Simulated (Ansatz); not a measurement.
A computed series for WSi2: pressure series

Base system: WSi₂ (space group I4/mmm, No. 139).

```
WSi2
1.0
   -1.60615     1.60615     3.90288
    1.60615    -1.60615     3.90288
    1.60615     1.60615    -3.90288
W Si
1 2
Direct
  0.00000   0.00000   0.00000
  0.33486   0.33486   0.00000
  0.66514   0.66514   0.00000
```

Cell and atoms are relaxed at each pressure.

All numbers come from r2SCAN, PAW, 500 eV (Ansatz, a program for electronic structure; no spin-orbit coupling), earlier PAW set.

Candidates:
(a) pressure 1.8 GPa
(b) pressure 45 GPa
(c) pressure 30 GPa

Before the change:

The c/a ratio is 2.430.

Q: Order them by c/a ratio, highest first.

A: (b) pressure 45 GPa (2.461), (c) pressure 30 GPa (2.452), (a) pressure 1.8 GPa (2.431)

Load acts through the strain it causes; cell and atoms are relaxed under it. Whether these cells are dynamically stable was not tested. Competing high-pressure phases were not computed. The final runs are not spin-polarised.
